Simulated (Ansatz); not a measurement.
# Rh under a change: biaxial strain −0.83 %, plane normal [111], relaxed out of plane

Base system: Rh in the fcc (Cu type) structure (space group Fm-3m, No. 225; a = 3.7816 Å; relaxed with 0.1 eV smearing). Axes: x, y, z lie along the cube axes.

Now apply this change: compressive biaxial strain of 0.83 % in the plane normal to [111], as in epitaxy on a mismatched substrate; the out-of-plane cell vector and the atoms relax.

The values are results of PBEsol (Ansatz, a quantum-chemistry and plane-wave program), without spin-orbit coupling, not measurements. Settings: 30×30×30 k-points, 0.1 eV Fermi–Dirac smearing.

| quantity | base | changed | shift |
|---|---|---|---|
| volume per atom | 13.52 Å³ | 13.36 Å³ | -0.16 Å³ |
| space group | Fm-3m (No. 225) | R-3m (No. 166) | – |
| shortest interatomic distance | 2.674 Å | 2.652 Å | -0.022 Å |
| energy relative to the base (free energy F) | 0 meV/atom | +3.9 meV/atom | +3.9 meV/atom |
| pressure (mean of the normal stresses, compression positive) | 0.0 GPa | 3.7 GPa | +3.7 GPa |
| band gap | zero | zero | – |
| out-of-plane strain | – | +0.45 % | – |
| ratio −ε⊥/ε∥ | – | 0.54 | – |
| mean in-plane stress (compression positive) | – | +5.6 GPa | – |

Stability against distortions was not tested. All final runs are without spin polarisation.
